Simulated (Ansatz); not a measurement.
**Sr3SnO: pressure series**

The parent structure is Sr3SnO in the anti-perovskite structure (space group Pm-3m, No. 221).

```
Sr3SnO
1.0
    5.09191     0.00000     0.00000
    0.00000     5.09191     0.00000
    0.00000     0.00000     5.09191
Sr Sn O
3 1 1
Direct
  0.50000   0.00000   0.50000
  0.00000   0.50000   0.50000
  0.50000   0.50000   0.00000
  0.00000   0.00000   0.00000
  0.50000   0.50000   0.50000
```

Cell and atoms are relaxed at each pressure.

Calculations: PBEsol (Ansatz, a first-principles code; PAW; 420 eV plane waves; no spin-orbit coupling).

```
pressure (GPa)  volume per atom (Å³/atom)
--------------  -------------------------
-2                                 27.620
-1                                 26.973
0                                  26.404
0.3                                26.249
0.7                                26.045
1.5                                     ?
5                                  24.250
7.5                                23.450
10                                 22.764
```

**Question.** Fit the third-order Birch–Murnaghan form P(V) = (3B₀/2)[(V₀/V)^(7/3) − (V₀/V)^(5/3)]·[1 + (3/4)(B₀′ − 4)((V₀/V)^(2/3) − 1)] (squares taken in P) to the rows shown and predict the withheld row.

**Answer.** Least squares on the printed values gives V₀ = 26.405 Å³/atom, B₀ = 49.0 GPa, B₀′ = 4.3; this predicts 25.656 Å³/atom, and the run gives 25.653 Å³/atom, 0.003 lower.

Load acts through the strain it causes; cell and atoms are relaxed under it. Stability against distortions was not tested. Competing high-pressure phases were not computed. The final runs are not spin-polarised.
